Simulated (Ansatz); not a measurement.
The reference is FeS$_{2}$ (space group Pnnm, No. 58; non-magnetic).

```
CELL_PARAMETERS angstrom
      4.36746     0.00000     0.00000
      0.00000     5.33315     0.00000
      0.00000     0.00000     3.34448
ATOMIC_POSITIONS crystal
  Fe 0.50000 0.50000 0.50000
  Fe 0.00000 0.00000 0.00000
  S  0.70718 0.87440 0.50000
  S  0.20718 0.62560 0.00000
  S  0.79282 0.37440 0.00000
  S  0.29282 0.12560 0.50000
```

Cartesian axes are those of the cell as printed.

All numbers come from Kohn–Sham DFT with the PBEsol functional, run in Ansatz (a first-principles code) with PAW and 420 eV plane waves, no spin-orbit coupling, earlier PAW set.

Before the change:

```
Property    Value
--------  -------
Band gap  0.91 eV
```

The change: biaxial strain −1.07 %, plane normal [001], relaxed out of plane (Cartesian); in-plane vectors clamped, the third vector and the atoms free.

What does the calculation give for the band gap after the change?

The band gap rises by 0.10 eV to 1.01 eV.

Estimate the effect on the out-of-plane strain.

The out-of-plane strain amounts to +0.57 %.

Stability against distortions was not tested. Seeded moments were not kept for the base. All final runs are without spin polarisation.
